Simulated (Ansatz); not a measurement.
Convergence series on ZnInGaO₄ (R3m, 7 atoms in the cell)

```cif
data_GaInO4Zn
_chemical_formula_sum 'In1 Ga1 Zn1 O4'
_space_group_name_H-M_alt 'P 1'
_space_group_IT_number 1
_cell_length_a 8.89579
_cell_length_b 8.89579
_cell_length_c 8.89579
_cell_angle_alpha 21.346
_cell_angle_beta 21.346
_cell_angle_gamma 21.346
loop_
_space_group_symop_operation_xyz
  'x, y, z'
loop_
_atom_site_label
_atom_site_type_symbol
_atom_site_fract_x
_atom_site_fract_y
_atom_site_fract_z
_atom_site_occupancy
In1 In 0.00000 0.00000 0.00000 1
Ga1 Ga 0.78290 0.78290 0.78290 1
Zn1 Zn 0.21710 0.21710 0.21710 1
O1 O 0.87180 0.87180 0.87180 1
O2 O 0.12820 0.12820 0.12820 1
O3 O 0.70720 0.70720 0.70720 1
O4 O 0.29280 0.29280 0.29280 1
```

Level of theory: PBE (plane waves, PAW; Ansatz, a program for electronic structure).

The starting cell was generated: these elements placed on a structure prototype, without a prior relaxation; it need not be a known phase or ordering of this composition. In the base run, with a pressure of about 8 GPa the cell is away from its equilibrium volume at this level. In the base run, forces exceed 1 eV/Å. Ansatz's pressure includes its estimate of the finite-basis (Pulay) stress. The run gives no clean gap (levels at the Fermi energy touch, overlap or are partly filled at this smearing), which alone does not show that the compound is a metal.

Held fixed: kpoints.mp_grid.grid = 8 8 8; hamiltonian.xc = pbe; hamiltonian.pseudopotentials = {kind: paw} (the program's default PAW files); scf.occupations.method = fermi_dirac; scf.occupations.width = 0.1 eV.

ΔF is the free energy per atom less that of the last row (840 eV).

The first pressure column holds Ansatz's estimate of the finite-basis (Pulay) stress, which hides part of the cutoff error; the other is without it.

| basis.ecutwfc | ΔF (meV/atom) | pressure (GPa) | largest force (eV/Å) | pressure at a fixed set of plane waves (GPa) | plane waves | iterations |
|---|---|---|---|---|---|---|
| 170 eV | 16669.4 | 34.65 | 4.348 | -708.54 | 427 | 11 |
| 210 eV | 5111.6 | 17.46 | 1.754 | -279.54 | 549 | 11 |
| 250 eV | 1459.8 | 9.63 | 2.024 | -97.58 | 743 | 13 |
| 295 eV | 346.4 | 7.00 | 1.858 | -22.88 | 937 | 9 |
| 335 eV | 96.1 | 7.67 | 2.000 | -1.91 | 1117 | 8 |
| 380 eV | 21.5 | 7.83 | 2.007 | 5.30 | 1359 | 8 |
| 420 eV | 5.5 | 7.86 | 1.997 | 7.14 | 1631 | 8 |
| 485 eV | 1.07 | 7.85 | 1.994 | 7.79 | 1945 | 8 |
| 545 eV | 0.68 | 7.85 | 1.993 | 7.82 | 2361 | 8 |
| 630 eV | 0.31 | 7.84 | 1.993 | 7.83 | 2969 | 8 |
| 735 eV | 0.19 | 7.84 | 1.993 | 7.83 | 3729 | 8 |
| 840 eV | 0.00 | 7.83 | 1.994 | 7.82 | 4559 | 9 |

Pressure within 1 GPa of the last row: from basis.ecutwfc = 295 eV on; the one before it is off by 1.8 GPa. The value it settles on is 7.8 GPa at this level of theory and with the other settings as held.

Largest force within 0.02 eV/Å of the last row: from basis.ecutwfc = 335 eV on; the one before it is off by 0.14 eV/Å. The value it settles on is 1.994 eV/Å at this level of theory and with the other settings as held.

Keys are those of Ansatz 0.2.
